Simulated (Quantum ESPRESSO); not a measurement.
## Parameter sweep on Eu (Im-3m, 1 atom in the cell)

```xyz
1
Lattice="2.2041 2.2041 2.2041 -2.2041 2.2041 2.2041 -2.2041 -2.2041 2.2041" Properties=species:S:1:pos:R:3 pbc="T T T"
Eu     0.0000     0.0000     0.0000
```
Moments meant for the start (each program seeds them in its own way; μB, in the order of the atoms Eu): 7.0.

Base run A: Quantum ESPRESSO with PBE, SSSP 1.1.2 efficiency (PBE) pseudopotentials, self-consistent single point.

Its settings: ecutwfc = 50 Ry; ecutrho = 400 Ry; occupations = smearing; smearing = gaussian; degauss = 0.019992 Ry; nspin = 2; potentials = {Eu: Eu.GGA-PBE-paw-v1.0.UPF}; K_POINTS = automatic 9 9 9 0 0 0; conv_thr = 1e-10 Ry; mixing_beta = 0.2.

The starting cell comes from a database of computed structures (which also holds hypothetical and non-ambient phases and stackings), without a prior relaxation at this level. Its lattice was rescaled by a random factor within 2.5 % of one. With one magnetic atom in the cell only a parallel order is possible. With U or open f shells several self-consistent states can exist. The f electrons are in the valence without U or exact exchange, which can misplace them near the Fermi level. Spin-orbit terms, which matter for f shells, are left out.

ΔF is the free energy per atom less that of run A. 

| run | change | ΔF (meV/atom) | pressure (GPa) | size of the net moment (μB/atom) | iterations |
|---|---|---|---|---|---|
| A | base | 0.00 | -0.78 | 7.28 | 30 |
| B | diagonalization: default → paro | 0.00 | -0.74 | 7.28 | 18 |
| C | diagonalization: default → rmm-davidson | 0.00 | -0.78 | 7.28 | 51 |
| D | diagonalization: default → rmm-paro | 0.00 | -0.79 | 7.28 | 41 |
| E | diago_david_ndim: default → 3 | 0.00 | -0.76 | 7.28 | 34 |
| F | diago_david_ndim: default → 4 | 0.00 | -0.76 | 7.28 | 44 |
| G | diago_full_acc: default → true | 0.00 | -0.76 | 7.28 | 32 |

Runs B, C, D, E, F, G reached the same state as A (within 1 meV/atom and 0.1 μB a site). The fewest iterations to that state were 18 (B); the most were 51.
